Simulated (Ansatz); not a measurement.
BiBr (space group C2/m, No. 12; made of chains)

```xyz
16
Lattice="6.8103 -2.1091 0.0000 6.8103 2.1091 0.0000 -6.1730 0.0000 19.2343" Properties=species:S:1:pos:R:3 pbc="T T T"
Bi    -1.2420     0.0000     6.7452
Bi     8.6896     0.0000    12.4892
Bi    -3.8255     0.0000    19.1153
Bi    11.2730     0.0000     0.1190
Br     0.6888     0.0000    17.0847
Br     6.7587     0.0000     2.1497
Br     0.0070     0.0000    13.2245
Br     7.4405     0.0000     6.0098
Bi    -0.7390     0.0000     9.7476
Bi     8.1865     0.0000     9.4867
Bi     1.8213     0.0000     2.8743
Bi     5.6262     0.0000    16.3601
Br     3.6597     0.0000     7.3359
Br     3.7879     0.0000    11.8984
Br    -3.0659     0.0000    15.6421
Br    10.5135     0.0000     3.5922
```

The values are results of PBEsol (Ansatz, an electronic-structure program, PAW, scalar-relativistic without spin-orbit coupling), not measurements. Γ-centred 7×7×2 mesh, Fermi–Dirac width 0.05 eV.

```yaml
volume_per_atom: 34.53 Å³
density: 6.95 g/cm³
band_gap: 0.48 eV, direct at Y₂
total_energy: -7489.686 eV/atom (σ→0; compares only within this code and set-up)
```

Spin-orbit coupling, missing from the scalar runs, can matter with Bi. No phonon test of stability was made. No dispersion term is included in the PBEsol runs.
